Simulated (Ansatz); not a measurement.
A computed series for Be: response to strain

Base system: Be in the hcp (Mg type) structure (space group P6_3/mmc, No. 194; relaxed with 0.1 eV smearing).

```
Be
1.0
    2.25515     0.00000     0.00000
   -1.12758     1.95302     0.00000
    0.00000     0.00000     3.55800
Be
2
Cartesian
  1.12758   0.65101   2.66850
  0.00000   1.30201   0.88950
```

Strains are applied to the cell and any free atomic positions relax.

Level of theory: PBEsol, PAW, 420 eV (Ansatz, a first-principles code; no spin-orbit coupling).

Notes on the quantities. energy relative to the base: free energy F; pressure: mean of the normal stresses, compression positive.

```json
[
 {"case": "base", "energy relative to the base": "0 meV/atom", "shortest interatomic distance": "2.205 Å", "pressure": "0.0 GPa"},
 {"case": "isotropic strain −3.00 %", "energy relative to the base": "+26 meV/atom", "shortest interatomic distance": "2.138 Å", "pressure": "13.2 GPa"},
 {"case": "isotropic strain −2.50 %", "energy relative to the base": "+18 meV/atom", "shortest interatomic distance": "2.149 Å", "pressure": "10.7 GPa"},
 {"case": "isotropic strain −2.00 %", "energy relative to the base": "(withheld)", "shortest interatomic distance": "2.160 Å", "pressure": "(withheld)"},
 {"case": "isotropic strain −1.00 %", "energy relative to the base": "+2.8 meV/atom", "shortest interatomic distance": "2.183 Å", "pressure": "3.9 GPa"},
 {"case": "isotropic strain −0.50 %", "energy relative to the base": "+0.7 meV/atom", "shortest interatomic distance": "2.194 Å", "pressure": "1.9 GPa"},
 {"case": "isotropic strain +0.50 %", "energy relative to the base": "+0.7 meV/atom", "shortest interatomic distance": "2.216 Å", "pressure": "-1.8 GPa"},
 {"case": "isotropic strain +1.00 %", "energy relative to the base": "+2.7 meV/atom", "shortest interatomic distance": "2.227 Å", "pressure": "-3.5 GPa"},
 {"case": "isotropic strain +1.50 %", "energy relative to the base": "+6.0 meV/atom", "shortest interatomic distance": "2.238 Å", "pressure": "-5.2 GPa"},
 {"case": "isotropic strain +2.50 %", "energy relative to the base": "+16 meV/atom", "shortest interatomic distance": "2.260 Å", "pressure": "-8.2 GPa"}
]
```

Problem. What belongs in the blanks?

Solution. 
- isotropic strain −2.00 %, energy relative to the base: +11 meV/atom
- isotropic strain −2.00 %, pressure: 8.3 GPa

Stability against distortions was not tested.
